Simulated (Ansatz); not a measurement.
Consider BeTe in the zinc blende structure (space group F-43m, No. 216; a = 5.554 Å). Axes: x, y, z lie along the cube axes.

Method: LDA in Ansatz (plane waves to 420 eV, PAW, no spin-orbit coupling).

For the base:

The valence-band top at Γ is 0.00, 0.00, 0.00 eV.

One thing is altered: biaxial strain +2.08 %, plane normal [111], relaxed out of plane (Cartesian); in-plane vectors clamped, the third vector and the atoms free.

### Question
What does the calculation give for the valence-band top at Γ, out-of-plane strain and in-plane stress after the change?

### Answer
The valence-band top at Γ (three highest levels, from the VBM) changes from 0.00, 0.00, 0.00 eV to 0.00, -0.21, -0.21 eV; the out-of-plane strain amounts to -0.84 %; the mean in-plane stress (compression positive) is -2.9 GPa.

Spin-orbit coupling, missing from the scalar runs, can matter with Te. The levels and masses belong to the bands next to the band gap. Whether these cells are dynamically stable was not tested.

Ansatz is an electronic-structure program.
